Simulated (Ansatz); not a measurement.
**A computed series for hypothetical P6_3/mmc PtSe2: pressure series**

Base system: PtSe2 in the 2H-MoS2 type structure (space group P6_3/mmc, No. 194; a = 3.591 Å, c = 11.248 Å; a hypothetical phase, not in the database extracts checked; layered, stacked along the Cartesian z axis).

Cell and atoms are relaxed at each pressure.

Level of theory: r2SCAN+rVV10 (Ansatz, a first-principles code, PAW, no spin-orbit coupling), earlier PAW set.

```csv
pressure (GPa),volume per atom (Å³/atom)
0,20.931
4.2,19.546
18,17.217
30,16.116
45,?
60,14.405
```

Q: Fit the third-order Birch–Murnaghan form P(V) = (3B₀/2)[(V₀/V)^(7/3) − (V₀/V)^(5/3)]·[1 + (3/4)(B₀′ − 4)((V₀/V)^(2/3) − 1)] (squares taken in P) to the rows shown and predict the withheld row.

A: Least squares on the printed values gives V₀ = 20.907 Å³/atom, B₀ = 50.9 GPa, B₀′ = 6.4; this predicts 15.125 Å³/atom, and the run gives 15.144 Å³/atom, 0.019 higher.

Load acts through the strain it causes; cell and atoms are relaxed under it. No phonon test of stability was made. Competing high-pressure phases were not computed. All final runs are without spin polarisation. PtSe2 has a high density of states at the Fermi level and may be magnetic at this level.
